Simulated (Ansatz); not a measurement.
MgO (I4/mmm), r2SCAN, rigid bands (Ansatz, a first-principles code): Condition of this run: uniaxial stress zz = 2 GPa (compression positive) (the target of the relaxation). band gap 5.71 eV, N_c = 5.91e18 cm⁻³ and N_v = 2.42e20 cm⁻³ at 300 K, conductivity masses along y (a = (0.00, 2.11, 2.09) Å; b = (2.11, 0.00, 2.09) Å; c = (2.11, 2.11, 0.00) Å) of 0.373 mₑ (electrons) and 2.29 mₑ (holes). Take k_BT = 0.02585 eV.

A film of it is 2 nm thick, with its normal along the direction named. Estimate the confinement energies in an infinite well.

ħ²π²/(2m t²) = 0.376 eV·nm²/(m/mₑ × t²) gives 252 meV for electrons and 41.1 meV for holes, so the gap would widen to about 6.00 eV. Finite barriers and nonparabolic bands lower this, and with several valleys or bands the heaviest mass along the normal sets the lowest level, not this average.

Find the intrinsic carrier density and the intrinsic Fermi level.

n_i = √(N_c N_v) exp(−E_g/2k_BT) = 3.78e19 × exp(−110.44) = 4.1e-29 cm⁻³. The level lies (k_BT/2) ln(N_v/N_c) = 48 meV from mid-gap (positive towards the conduction band). Each 0.1 eV added to the gap lowers n_i by a factor of 6.9.

What thermal injection velocity √(2k_BT/πm) limits a ballistic channel along the direction named?

8.81e6 cm/s for electrons and 3.56e6 cm/s for holes, a ratio of √(m_h/m_e) = 2.48, for dilute carriers.

Rigid, parabolic bands with the computed gap; masses take one relaxation time for all states. Spin-orbit coupling is left out.
